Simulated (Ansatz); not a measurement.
Consider Ga2O3 (space group Cmcm, No. 63; a cell from a computed database, its experimental status unchecked).

```
CELL_PARAMETERS angstrom
      1.39437    -4.63753     0.00000
      1.39437     4.63753     0.00000
      0.00000     0.00000     7.14944
ATOMIC_POSITIONS crystal
  Ga 0.24838 0.75162 0.25000
  Ga 0.75162 0.24838 0.75000
  Ga 0.00000 0.00000 0.50000
  Ga 0.00000 0.00000 0.00000
  O  0.36183 0.63817 0.92578
  O  0.63817 0.36183 0.07422
  O  0.63817 0.36183 0.42578
  O  0.36183 0.63817 0.57422
  O  0.10531 0.89469 0.75000
  O  0.89469 0.10531 0.25000
```

Cartesian axes are those of the cell as printed.

All numbers come from PBEsol/PAW in Ansatz (a program for electronic structure), scalar-relativistic without spin-orbit coupling.

Strains are applied to the cell and any free atomic positions relax.

One change was made to it. Results:

The pressure (mean of the normal stresses, compression positive) goes from zero to 25.8 kbar; the smallest direct gap grows by 0.116 eV (1.53 eV → 1.64 eV).

Question: Which change produced these results?
A) uniaxial strain ε_zz = +0.59 %
B) isotropic strain −2.95 %
C) uniaxial strain ε_zz = +2.53 %
D) isotropic strain −0.42 %

Answer: D, isotropic strain −0.42 %. For comparison, the pressure in the other runs: uniaxial strain ε_zz = +2.53 % gives -34.8 kbar; isotropic strain −2.95 % gives 223.1 kbar; uniaxial strain ε_zz = +0.59 % gives -9.0 kbar.

Stability against distortions was not tested.
